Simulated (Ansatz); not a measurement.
Seebeck coefficient (μV/K, mean over directions) of n-type GaP (F-43m) against carrier density, HSE06 with spin-orbit coupling, rigid bands run with Ansatz (a program for electronic structure). Computed gap 2.22 eV; densities at which minority carriers matter at this gap, or further valleys turn the trend, are left out. Conductivity mass 0.34 mₑ (harmonic mean over directions), N_c = 4.2e19 cm⁻³ at 300 K.

| electron density | 300 K | 500 K |
|---|---|---|
| 1e16 cm⁻³ | (withheld) | -985 |
| 1e17 cm⁻³ | -725 | -787 |
| 1e18 cm⁻³ | (withheld) | -589 |
| 3e18 cm⁻³ | -432 | -494 |
| 1e19 cm⁻³ | -329 | -391 |
| 3e19 cm⁻³ | -238 | -298 |
| 1e20 cm⁻³ | -144 | -200 |
| 3e20 cm⁻³ | -77 | -124 |
| 1e21 cm⁻³ | (withheld) | -76 |

Problem. Complete the blanks.

Solution. 
- 1e16 cm⁻³, 300 K: -923
- 1e18 cm⁻³, 300 K: -526
- 1e21 cm⁻³, 300 K: -45

Rigid bands with a gap fixed in temperature, one relaxation time for all states, no polarons or phonon drag, and whether or not such doping can be reached. Geometry: cell and atoms relaxed with PBEsol.
